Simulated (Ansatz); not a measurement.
Where the default PAW files enter, the runs use the earlier of Ansatz's two default sets.

Input:

```
HfO2
1.0
    3.55827     0.00000     0.00000
    0.00000     3.55827     0.00000
    1.77914    -1.77914     2.51608
Hf O
1 2
Direct
  0.00000   0.00000   0.00000
  0.25000   0.25000   0.50000
  0.75000   0.75000   0.50000
```

Space group of this cell: Fm-3m, fluorite. The cell is taken as given; by r2SCAN its mean pressure is 4.5 GPa.

These are r2SCAN (plane waves, PAW; Ansatz, a first-principles code) values and carry that method's errors.

The current runs along the normal of the first two printed vectors; no spin-orbit coupling. Scaled by the factor s: all lengths (ions clamped). The meshes follow the cell: 12×12×12 and 10×10 across at s = 0.98, 12×12×12 and 8×8 across at s = 1.00, 12×12×12 and 8×8 across at s = 1.02.

```json
[
 {"s": "0.98", "mean pressure (GPa)": "24.3", "band gap (eV)": "?"},
 {"s": "1.00", "mean pressure (GPa)": "4.5", "band gap (eV)": "4.34"},
 {"s": "1.02", "mean pressure (GPa)": "-10.8", "band gap (eV)": "4.18"}
]
```

**Question.** Take the slope of the band gap against ln s from the two given rows, extrapolate to s = 0.98, and say what the run there gives.

**Answer.** Slope = (4.18 − 4.34) / ln 1.02 = -8.08 eV. The line gives 4.34 + (-8.08) × ln 0.98 = 4.50 eV. The run gives 4.50 eV, as the line does.
